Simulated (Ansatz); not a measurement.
By PBEsol, the system below comes out a metal.

Crystal: Re (P6_3/mmc, hcp (Mg type), 2 atoms a cell, 14.8 Å³ an atom, -7 GPa at this level); planes in its conventional cell.

The numbers are results of PBEsol (plane waves, PAW; Ansatz, a quantum-chemistry and plane-wave program), not measurements.

G/A = (e²/h) × open channels of both spins per area, as a mean over 0.1 eV about the Fermi level, without spin-orbit coupling, for the cells as given.

```
plane  area (Å²)  G/A (10¹⁵ S/m²)
-----  ---------  ---------------
(100)       12.4              1.1
(001)        6.6              ___
```

Task: Fill in the missing entries.

Result: 
- (001), G/A (10¹⁵ S/m²): 1.5
